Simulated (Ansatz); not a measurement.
The starting structures come from a database of crystals and need not be the phases stable at ambient conditions.

 Where the default PAW files enter, the runs use the earlier of Ansatz's two default sets.

Inside the gap of an insulator the Bloch states are evanescent, with a wavenumber k + iκ along the transport direction.

Consider the following.

```
CELL_PARAMETERS angstrom
      4.06951     0.00000     0.00000
      0.00000     8.82454     0.00000
      0.00000     0.00000     4.06951
ATOMIC_POSITIONS crystal
  La 0.50000 0.14002 0.00000
  La 0.00000 0.85998 0.50000
  Cu 0.50000 0.50000 0.50000
  Cu 0.00000 0.50000 0.00000
  Se 0.50000 0.66921 0.00000
  Se 0.00000 0.33079 0.50000
  O  0.50000 0.00000 0.50000
  O  0.00000 0.00000 0.00000
```

Space group of this cell: P4/nmm. The cell is taken as given; by r2SCAN its mean pressure is -0.9 GPa.

Transport runs along the normal of the first two printed cell vectors, the (100) plane of the conventional cell.

No gap correction and no spin-orbit coupling; mid-gap values are interpolated between computed energies.

Question: State the band gap and the smallest decay constant κ at mid-gap according to Ansatz (a quantum-chemistry and plane-wave program) with r2SCAN.

Answer: Gap 1.88 eV on a 8×4×8 mesh; κ = 0.174 1/Å, at the zone centre.
